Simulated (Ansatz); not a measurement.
Take WC (space group P-6m2, No. 187; a = 2.9127 Å, c = 2.8354 Å; relaxed with 0.1 eV smearing) as the base. Axes: x lies along a and z along c of the hexagonal cell.

All numbers come from Ansatz (a quantum-chemistry and plane-wave program) r2SCAN, no SOC.

The change: uniaxial strain ε_zz = −1.50 %, all other strain components held at zero, atoms relaxed at fixed cell.

Task: Predict the stress tensor and what it implies for the stiffness.

Result: Stress of the strained cell less that of the base (GPa, compression positive):
```
    2.8     0.0     0.0
    0.0     2.8     0.0
    0.0     0.0    15.7
```

Then −Δσ_ii/ε with ε = -0.0150 gives secant stiffness values (nonlinear terms included at this strain): C33 ≈ 1040 GPa, C13 ≈ 184 GPa and C23 ≈ 184 GPa.

As a check, the harmonic strain energy −½ V₀ Δσ:ε is 7.6 meV/atom; the computed energy rise is 7.5 meV/atom.

No phonon test of stability was made. All final runs are without spin polarisation.
